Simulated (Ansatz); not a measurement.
# F on the 1x1 (110) surface of 3C silicon carbide (cut with top plane C + Si), one in a 1x1 cell, started at the site 'hollow C-C-Si-Si'

Host crystal: 3C silicon carbide, with a band gap (PBE, scalar-relativistic without spin-orbit coupling).

All values below come from PBE (plane waves to 420 eV, PAW; Ansatz, a program for electronic structure).

Model: 13-atom slab, 7.7 Å thick at the start under the adsorbate (thin: gaps and levels are the slab's own), 6x6x1 mesh, Fermi-Dirac 0.01 eV, dipole correction, 6 atoms held, the rest relaxed; start symmetry kept, larger cells not searched; spin-polarised, ending with about 1.0 μB a cell; orders that need a larger cell were not tried, no spin-orbit, no U, no dispersion correction. At the end it is bonded to Si. In PBE it is, or lies within 0.03 eV of, the lowest of the starts that converged.

```yaml
adsorption energy against ½ F2(g): -4.32 eV
gap_of_the_slab_on_its_k_mesh: 0.34 eV
highest_filled_level_below_the_top_vacuum_level: 6.58 eV
change_of_the_step_from_the_bottom_to_the_top_vacuum_level_against_the_clean_slab: 1.08 eV
energy_released_by_relaxation: 3.30 eV
height of the binding atom over the mean of the host atoms within 0.3 Å of the top one: 1.406 Å
magnetic_moment_of_the_cell: 1.00 μB
nearest_host_atoms_of_the_binding_atom: Si at 1.61 Å, C at 2.85 Å, C at 2.88 Å
largest_move_of_a_host_atom: 0.35 Å
note: in the relaxation the adsorbate left its starting site by 1.0 Å
cost: very roughly 6 core-minutes
```

A negative adsorption energy means that the adsorbate is more stable on the surface than in its reference.
